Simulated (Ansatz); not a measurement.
# Cs in the bcc (W type) structure (space group Im-3m, No. 229)

Cs has the cubic space group Im-3m (No. 229), the bcc (W type) structure, Pearson symbol cI2. Cell: a = b = c = 6.161 Å, α = β = γ = 90.00°. Cs on 2a has 8 Cs at 5.336 Å (cubic). (Neighbours: up to the widest gap in distance over summed covalent radii, below 1.35, at either atom.)
(The calculation used a cell of 1 atom; values per cell refer to that cell.)

Calculations: PBE (Ansatz, a quantum-chemistry and plane-wave program), spin-orbit coupling left out. Γ-centred 11×11×11 mesh, Fermi–Dirac width 0.05 eV.

| Item | Value |
|---|---|
| Volume per atom | 116.94 Å³ |
| Density | 1.89 g/cm³ |
| Band gap | zero |
| Total energy | -5670.765 eV/atom (σ→0; compares only within this code and set-up) |

Stability against distortions was not tested. The final runs are not spin-polarised.
